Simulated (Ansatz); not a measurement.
The starting structures come from a database of crystals and need not be the phases stable at ambient conditions.

```
LaYO3
1.0
    5.91593     0.00000     0.00000
    0.00000     8.61090     0.00000
    0.00000     0.00000     6.12356
La Y O
4 4 12
Cartesian
  0.09377   2.15273   2.76987
  5.82216   6.45818   3.35369
  3.05173   6.45818   0.29191
  2.86420   2.15273   5.83165
  0.00000   0.00000   0.00000
  2.95797   0.00000   3.06178
  2.95797   4.30545   3.06178
  0.00000   4.30545   0.00000
  1.82755   0.61069   1.18166
  4.08838   8.00021   4.94190
  4.78551   8.00021   1.88012
  1.13042   0.61069   4.24344
  1.13042   3.69476   4.24344
  4.78551   4.91614   1.88012
  4.08838   4.91614   4.94190
  1.82755   3.69476   1.18166
  5.13059   2.15273   0.38413
  0.78534   6.45818   5.73943
  2.17263   6.45818   2.67765
  3.74330   2.15273   3.44591
```

Space group of this cell: Pnma. The cell is taken as given; by PBEsol its mean pressure is -5.6 GPa.

Transport runs along the normal of the first two printed cell vectors.

The gap is the functional's own. No spin-orbit coupling. Mid-gap values are interpolated on the energy grid.

Problem. Estimate the band gap and the smallest decay constant κ at mid-gap that PBEsol in Ansatz (a quantum-chemistry and plane-wave program) returns for this system.

Solution. Gap 4.34 eV on a 6×4×6 mesh; κ = 0.363 1/Å, at the zone centre.
